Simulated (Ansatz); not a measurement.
Consider the following.

```xyz
2
Lattice="0.0000 3.0890 2.9963 3.0890 0.0000 2.9963 3.0890 3.0890 0.0000" Properties=species:S:1:pos:R:3 pbc="T T T"
Pb     0.0000     0.0000     0.0000
Se     3.0890     3.0890     2.9963
```

No spin polarisation.

Computed with Kohn–Sham DFT with the r2SCAN functional, run in Ansatz (an electronic-structure program) with PAW and 500 eV plane waves, spin-orbit coupling left out. Settings: 9×9×9 k-points, 0.05 eV Fermi–Dirac smearing.

Problem. Predict the band gap.

Solution. 0.53 eV.

Problem. What is the computed gap character?

Solution. Direct at N.

Problem. Predict the pressure (mean of the normal stresses, compression positive).

Solution. 18.1 kbar.

Spin-orbit coupling, missing from the scalar runs, can matter with Pb. The cells carry an imposed strain or load. Whether these cells are dynamically stable was not tested. The cell was made from PbSe in the rock salt structure (space group Fm-3m, No. 225) by this change: uniaxial strain ε_zz = −3.00 %.
